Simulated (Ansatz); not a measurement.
We consider CsCl-type NiAl, described by LDA in Ansatz (PAW).

Run with plane-wave cutoff 520 eV, 20×20×20 k mesh, Fermi–Dirac smearing 0.05 eV, no spin polarisation, scalar-relativistic PAW data made under PBE.

Cell (relaxed at this level):

```yaml
crystal:
  lattice:
    - [2.83245, 0.00000, 0.00000]
    - [0.00000, 2.83245, 0.00000]
    - [0.00000, 0.00000, 2.83245]
  atoms:
    - { symbol: Al, position: [0.50000, 0.50000, 0.50000] }
    - { symbol: Ni, position: [0.00000, 0.00000, 0.00000] }
```

Question: Give the computed bulk modulus and pressure derivative B′ of the bulk modulus.

Answer: 
- bulk modulus = 186 GPa
- pressure derivative B′ of the bulk modulus = 4.3

The run finds no gap.

Measured, for comparison: bulk modulus 156 GPa (room temperature, no zero-point or thermal correction; as tabulated in Yamada et al. (2019), arXiv:1910.09660). Computed (rounded) less measured: bulk modulus +19 %.

Computed values are for the static lattice.

Ansatz is a first-principles code.
